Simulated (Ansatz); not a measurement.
The starting structures come from a database of crystals and need not be the phases stable at ambient conditions.

 Where the default PAW files enter, the runs use the earlier of Ansatz's two default sets.

Data:

```yaml
crystal:
  lattice:
    - [4.74978, 0.00000, 0.00000]
    - [0.00000, 5.11724, 0.00000]
    - [0.00000, 0.00000, 8.83457]
  atoms:
    - { symbol: Li, position: [0.00000, 0.50000, 0.00000] }
    - { symbol: Li, position: [0.50000, 0.00000, 0.00000] }
    - { symbol: Li, position: [0.50000, 0.00000, 0.50000] }
    - { symbol: Li, position: [0.00000, 0.50000, 0.50000] }
    - { symbol: Ta, position: [0.44176, 0.44892, 0.25000] }
    - { symbol: Ta, position: [0.55824, 0.55108, 0.75000] }
    - { symbol: Ta, position: [0.94176, 0.05108, 0.75000] }
    - { symbol: Ta, position: [0.05824, 0.94892, 0.25000] }
    - { symbol: O, position: [0.69853, 0.12030, 0.25000] }
    - { symbol: O, position: [0.30147, 0.87970, 0.75000] }
    - { symbol: O, position: [0.19853, 0.37970, 0.75000] }
    - { symbol: O, position: [0.80147, 0.62030, 0.25000] }
    - { symbol: O, position: [0.21101, 0.20684, 0.10592] }
    - { symbol: O, position: [0.78899, 0.79316, 0.89408] }
    - { symbol: O, position: [0.71101, 0.29316, 0.89408] }
    - { symbol: O, position: [0.28899, 0.70684, 0.10592] }
    - { symbol: O, position: [0.28899, 0.70684, 0.39408] }
    - { symbol: O, position: [0.71101, 0.29316, 0.60592] }
    - { symbol: O, position: [0.78899, 0.79316, 0.60592] }
    - { symbol: O, position: [0.21101, 0.20684, 0.39408] }
```

Space group of this cell: Pnma. The cell is taken as given; by PBEsol its mean pressure is -6.9 GPa.

Method: PBEsol (plane waves, PAW; Ansatz, an electronic-structure program).

The current runs along the normal of the first two printed vectors; no spin-orbit coupling. Scaled by the factor s: the length along the current (ions clamped). Meshes 6×6×4 and 6×6 across the current in all rows.

```json
[
 {"s": "0.97", "mean pressure (GPa)": "-2.4", "band gap (eV)": "?"},
 {"s": "1.00", "mean pressure (GPa)": "-6.9", "band gap (eV)": "2.47"},
 {"s": "1.03", "mean pressure (GPa)": "-10.7", "band gap (eV)": "2.37"}
]
```

Question: Take the slope of the band gap against ln s from the two given rows, extrapolate to s = 0.97, and say what the run there gives.

Answer: Slope = (2.37 − 2.47) / ln 1.03 = -3.38 eV. The line gives 2.47 + (-3.38) × ln 0.97 = 2.57 eV. The run gives 2.57 eV, as the line does.
